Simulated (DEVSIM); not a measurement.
## abrupt GaSb p-n junction

Structure: abrupt GaSb p-n junction, at 300 K.

| layer (left to right) | material | thickness (μm) | Nd (cm⁻³) | Na (cm⁻³) | τn (s) | τp (s) |
|---|---|---|---|---|---|---|
| 1 | GaSb | 0.140 | - | 1.9e18 | 9.9e-10 | 9.9e-10 |
| 2 | GaSb | 21.0 | 9.5e15 | - | 9.9e-10 | 9.9e-10 |

Left contact: ohmic. Right contact: ohmic. Voltage is applied to the left contact. Recombination: SRH at mid-gap, radiative. Mobility is constant in doping.

This is a model device: material constants are rounded textbook-type values typed into the input, and sizes, dopings and lifetimes were drawn at random. Values at 300 K.

```
parameter        GaSb
-------------  ------
gap (eV)        0.726
affinity (eV)    4.06
permittivity     15.7
Nc (cm⁻³)      2.1e17
Nv (cm⁻³)      1.8e19
μn (cm²/Vs)      5000
μp (cm²/Vs)       850
B (cm³/s)       1e-10
```

DEVSIM, 1D drift-diffusion, Boltzmann statistics, complete ionisation; no tunnelling, impact ionisation, image-force lowering or self-heating.

The potential step across the device at zero bias is 0.588 V. The largest field in the device at zero bias is 70000 V/cm. The dark forward voltage at 1 A/cm² is 0.295 V and the dark forward voltage at 100 A/cm² comes out as 0.453 V.

Dark forward current:

```
V (V)  J (A/cm²)
-----  ---------
0.05      0.0010
0.10      0.0040
0.15       0.014
0.20       0.053
0.25        0.23
0.30         1.2
0.35         6.5
0.40          31
0.45          96
0.50         200
0.55         340
0.60         510
0.65         680
0.70         880
0.75        1100
0.80        1300
0.85        1500
0.90        1800
0.95        2000
```
